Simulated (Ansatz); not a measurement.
## How far PBE and r2SCAN part for Sc, Sc → Y

The parent structure is Sc in the hcp (Mg type) structure (space group P6_3/mmc, No. 194; a = 3.319 Å, c = 5.166 Å).

(Cell as relaxed with PBE.)

Levels (all Ansatz, a first-principles code, PAW, earlier PAW set): PBE (420 eV, without spin-orbit coupling); r2SCAN (500 eV, spin-orbit coupling left out).

Each level relaxes its own structure.

```csv
base,PBE,r2SCAN
volume per atom,24.65 Å³,24.96 Å³
lattice parameter a,3.319 Å,3.331 Å
band gap,zero,zero
```

One thing is altered: every Sc is replaced by Y; the structure is relaxed again.

```
quantity              PBE  r2SCAN
---------------  --------  ------
volume per atom  32.86 Å³     [?]
c/a ratio           1.553     [?]
```

### Question
Given the PBE results, estimate those of r2SCAN.

### Answer

- volume per atom, r2SCAN: 33.46 Å³
- c/a ratio, r2SCAN: 1.547

PBE's volume per atom lies 0.60 Å³ below r2SCAN's (1.8 %); PBE's c/a ratio lies 0.006 above r2SCAN's. Neither level is exact; r2SCAN is the comparison here, not a measurement.

Stability against distortions was not tested. All final runs are without spin polarisation.
